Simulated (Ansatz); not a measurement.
Results of G0W0@PBEsol in Ansatz (hard PAW, contour deformation) for Li₃OBr (Pm-3m, No. 221; start mp-28593).

The cell is the one relaxed with PBEsol. Conventional cell: a = 3.9374 Å, b = 3.9374 Å, c = 3.9374 Å, α = 90.00°, β = 90.00°, γ = 90.00°.

The quasiparticle gap at Γ at a fixed k mesh 2×2×2:

```
response cutoff           value (eV)
------------------------  ----------
250 eV, 1007 empty bands       6.977
300 eV, 1323 empty bands       7.002
400 eV, 2037 empty bands       7.028
500 eV, 2847 empty bands       7.040
```

Question: Taking the value to converge with the response cutoff E as E^(−3/2), extrapolate from the last two rows.

Answer: With y = y∞ + c/w and weights w = 8000 and 11180 for the last two rows, y∞ = (w2 y2 − w1 y1)/(w2 − w1) = (11180 × 7.040 − 8000 × 7.028)/3180 = 7.070 eV, which lies 0.030 beyond the last row. Successive pairs of rows give 7.082, 7.076, 7.070. The limit also hangs on the law assumed, so its last digits aren't firm.

The other settings are not extrapolated, so this is the limit in one setting alone.

The smallest gap on this mesh is 6.46 eV, away from Γ.

Spin–orbit coupling is not included.

A start named mp-… is a Materials Project structure, which can be a computed phase never made.

Ansatz is a first-principles code.
